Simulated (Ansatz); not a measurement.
Output of an Ansatz run (abridged):

```
WARN the atoms were moved onto the symmetric positions of the space group found under crystal.symmetry.tolerance 1.0e-5 (fractional …
WARN ansatz: RAYON_NUM_THREADS=1 ignored (pool sized by the plan → 1); use --threads N
Pseudopotentials: kind: paw
Pseudopotential: Sr, paw, valence charge 10
Pseudopotential: O, paw, valence charge 6
Pseudopotential: N, paw, valence charge 5
Pseudopotential: H, paw, valence charge 1
Crystal: 12 atoms, lattice volume = 134.513 Å³
Basis set: ecut = 420 eV, 2627 PW (Γ), exchange–correlation on 90×90×48 points (8 copies of the dense FFT grid, shifted against one another)
Bands: 44, of which v1, the nominal top of the filled ones, is band 32 counted from 1 (31 counted from 0)
Symmetry: 12 space group operations
Space group: P-62m (ITA 189), of the structure as read, at distance tolerance 5.1e-5 Å
k-points: 35 of 324 (time reversal used)
PAW frozen core: Sr, regenerated for the run's functional, and the local potential with it
PAW frozen core: O, regenerated for the run's functional, and the local potential with it
PAW frozen core: N, regenerated for the run's functional, and the local potential with it
Initial density: superposition of atomic densities (neutral atoms: chi_scale 0, normalization atom), corrected by the library's trained network
Initial wavefunctions: pseudopotential atomic-orbital guess
Eigensolver: davidson
Functional: x = pbesol(κ = 0.804, μ = 0.12345679012345678), c = pbesol(β = 0.046)
SCF iter   1: F=—  HF=-10776.934467 eV  |F-HF|=—  |Δ(HF+E_count)|=         —  Δρ=9.94e-3  dr2=1.03e-1  ethr=1.77e-3  ⟨swp⟩=8.3  Hψ=8295  notcnv=0  defer=90
all-band conjugate gradients solve this SCF's bands
preconditioner: auto → Resta (q_TF=auto, 2.411 Å⁻¹)
SCF iter   2: F=—  HF=-10776.902038 eV  |F-HF|=—  |Δ(HF+E_count)|=   3.24e-2  Δρ=2.79e-3  dr2=7.13e-3  ethr=1.60e-4  ⟨swp⟩=2.5  Hψ=3069  notcnv=0  defer=178
SCF iter   3: F=—  HF=-10776.900367 eV  |F-HF|=—  |Δ(HF+E_count)|=   1.67e-3  Δρ=1.20e-3  dr2=1.67e-3  ethr=1.11e-5  ⟨swp⟩=2.0  Hψ=2197  notcnv=0  defer=178
SCF iter   4: F=—  HF=-10776.900182 eV  |F-HF|=—  |Δ(HF+E_count)|=   1.85e-4  Δρ=3.40e-4  dr2=1.30e-4  ethr=2.62e-6  ⟨swp⟩=2.0  Hψ=1923  notcnv=0  defer=178
SCF iter   5: F=—  HF=-10776.900215 eV  |F-HF|=—  |Δ(HF+E_count)|=   3.30e-5  Δρ=8.86e-5  dr2=1.08e-5  ethr=2.03e-7  ⟨swp⟩=2.5  Hψ=2564  notcnv=0  defer=178
SCF iter   6: F=—  HF=-10776.899996 eV  |F-HF|=—  |Δ(HF+E_count)|=   2.19e-4  Δρ=7.65e-5  dr2=6.01e-6  ethr=1.69e-8  ⟨swp⟩=2.1  Hψ=2389  notcnv=0  defer=178
SCF iter   7: F=—  HF=-10776.899994 eV  |F-HF|=—  |Δ(HF+E_count)|=   1.39e-6  Δρ=1.43e-5  dr2=2.31e-7  ethr=9.39e-9  ⟨swp⟩=2.0  Hψ=2392  notcnv=0  defer=178
SCF iter   8: F=-10776.899994 eV  HF=-10776.899994 eV  |F-HF|=1.65e-9  |Δ(HF+E_count)|=   1.16e-7  Δρ=4.79e-6  dr2=2.50e-8  ethr=1.56e-10  ⟨swp⟩=14.3  Hψ=8741  notcnv=0
SCF 1 converged in 8 iterations: F = -10776.899994 eV  dr2 = 2.50e-8
SCF converged after 8 iterations
Free energy (F): -10776.899994 eV
Harris-Foulkes:  -10776.899994 eV  (|F-HF|=1.65e-9)
Internal energy: -10776.899994 eV  (E = F + TS)
E sigma→0 (E₀):  -10776.899994 eV
Fermi energy:    5.770147 eV
--- Per-component energies (eV) ---
  E_band       = -376.002767
  E_kinetic    = 1727.949426
  E_local      = -3996.676916  (includes V_loc(G=0)·N_el)
  E_nonlocal   = 754.168215
  E_hartree    = 1228.229203
  E_xc         = -866.421264
  E_vxc        = -994.012733  (∫ρ·V_xc dr)
  E_paw        = -6331.407380  (= ΣΔE_a)
  E_vpaw       = -323.900655  (= ΣTr[D̂ρ^β])
  E_aug_tail   = 0.009589  (compensation charges beyond the density's cutoff)
  E_ewald      = -3293.259387
  E_core_change = 0.508521  (= ΣΔE_core)
  E_smearing   = -0.000000  (= −TS)
  E_closure    = 0.000000  (closes the sum)
  Σ components = -10776.899994   (vs F -10776.899994, Δ=0.00e0)
--- Forces (eV/Å), atoms counted from 1 ---
  atom   1  Sr     0.00000000     0.00000000     0.00000000
  atom   2  Sr     0.00000000    -0.00000000     0.00000000
  atom   3  O     -0.01876090     0.03249483     0.00000000
  atom   4  O      0.03752179     0.00000000     0.00000000
  atom   5  O     -0.01876090    -0.03249483     0.00000000
  atom   6  N     -0.00000000     0.00000000     0.00000000
  atom   7  O      6.37517771    11.04213281     0.00000000
  atom   8  O      6.37517867   -11.04213225     0.00000000
  atom   9  O    -12.75035638    -0.00000056     0.00000000
  atom  10  H     -6.42726736   -11.13235475     0.00000000
  atom  11  H     -6.42726833    11.13235419     0.00000000
  atom  12  H     12.85453570     0.00000056     0.00000000
  max |Σ_I F_I| component: 2.12e-15 eV/Å
--- Stress (GPa, compression-positive) ---
       17.249857      -0.000000       0.000000
        0.000000      17.249857       0.000000
        0.000000       0.000000      -1.290073
  P = ⅓ Tr σ = 11.0699 GPa (110.699 kbar)
  The stress holds the Pulay correction. Without it, at fixed plane waves, as pw.x and ABINIT print it: P = 10.3259 GPa
--- Band table (eV; the first three rows and the last of 35) ---
  k-point 0: bands = ["-27.3545", "-27.3082", "-21.6858", "-16.0978", "-16.0978", "-13.7781", "-13.7781", "-13.6572", "-9.4396", "-9.4396", "-9.2096", "-9.2096", "-9.1570", "-9.0583", "-5.4315", "-3.5618", "-3.2036", "-3.2036", "-0.1715", "-0.1715", [...]
  k-point 1: bands = ["-27.3474", "-27.3022", "-21.6815", "-16.0940", "-16.0940", "-13.7542", "-13.7542", "-13.6909", "-9.4335", "-9.4335", "-9.2375", "-9.2375", "-9.1640", "-9.1453", "-5.4288", "-3.6270", "-3.1954", "-3.1954", "-0.1844", "-0.1844", [...]
  k-point 2: bands = ["-27.3295", "-27.2870", "-21.6704", "-16.0846", "-16.0846", "-13.7767", "-13.6920", "-13.6920", "-9.4392", "-9.4392", "-9.3573", "-9.2887", "-9.2887", "-9.1788", "-5.4224", "-3.7865", "-3.1743", "-3.1743", "-0.2232", "-0.2232", [...]
  k-point 34: bands = ["-27.2767", "-27.2767", "-21.6520", "-16.0631", "-16.0631", "-13.7607", "-13.7607", "-13.5724", "-9.6385", "-9.4827", "-9.4827", "-9.3880", "-9.3880", "-9.2496", "-5.2210", "-4.1176", "-3.2331", "-3.2331", "-0.0139", "0.1068", [...]
```

The structure:

```xyz
12
Lattice="6.6057 0.0000 0.0000 -3.3028 5.7207 0.0000 0.0000 0.0000 3.5596" Properties=species:S:1:pos:R:3 pbc="T T T"
Sr     3.3028     1.9069     0.0000
Sr     0.0000     3.8138     0.0000
O     -0.6275     1.0869     0.0000
O      1.2551     0.0000     0.0000
O      2.6753     4.6338     0.0000
N      0.0000     0.0000     0.0000
O      1.4968     2.5926     1.7798
O     -1.8060     3.1281     1.7798
O      3.6120     0.0000     1.7798
H      1.0870     1.8827     1.7798
H     -2.2159     3.8380     1.7798
H      4.4318     0.0000     1.7798
```

Task: Write an input that gives this output.

Result: Other spellings and defaults could give the same log, and not every line can be read from it. The input that was run (DFT, PBEsol, plane waves, default PAW files made with PBE):

Ansatz 0.2 input:
```yaml
# Sr2H3NO6
crystal:
  lattice:
    - [6.605681, 0.000000, 0.000000]
    - [-3.302841, 5.720688, 0.000000]
    - [0.000000, 0.000000, 3.559568]
  atoms:
    - { symbol: Sr, position: [0.666667, 0.333333, 0.000000] }
    - { symbol: Sr, position: [0.333333, 0.666667, 0.000000] }
    - { symbol: O, position: [0.000000, 0.190000, 0.000000] }
    - { symbol: O, position: [0.190000, 0.000000, 0.000000] }
    - { symbol: O, position: [0.810000, 0.810000, 0.000000] }
    - { symbol: N, position: [0.000000, 0.000000, 0.000000] }
    - { symbol: O, position: [0.453200, 0.453200, 0.500000] }
    - { symbol: O, position: [0.000000, 0.546800, 0.500000] }
    - { symbol: O, position: [0.546800, 0.000000, 0.500000] }
    - { symbol: H, position: [0.329100, 0.329100, 0.500000] }
    - { symbol: H, position: [0.000000, 0.670900, 0.500000] }
    - { symbol: H, position: [0.670900, 0.000000, 0.500000] }
basis:
  ecutwfc: 420.0
kpoints:
  mp_grid:
    grid: [6, 6, 9]
hamiltonian:
  xc: pbesol
  pseudopotentials:
    kind: paw
scf:
  occupations:
    method: gaussian
    width: 0.1
output:
  forces: true
  eigenvalues: true
  stress: true
```

The starting cell comes from a database of published, mostly measured structures (it also holds non-ambient and calculated ones), without a prior relaxation at this level. Its lattice was rescaled by a random factor within 2.5 % of one. With a pressure of about 11 GPa the cell is away from its equilibrium volume at this level. Forces in this geometry exceed 1 eV/Å. Ansatz's pressure includes its estimate of the finite-basis (Pulay) stress. Without the estimate this run gives 10.33 GPa.

Ansatz is a quantum-chemistry and plane-wave program.
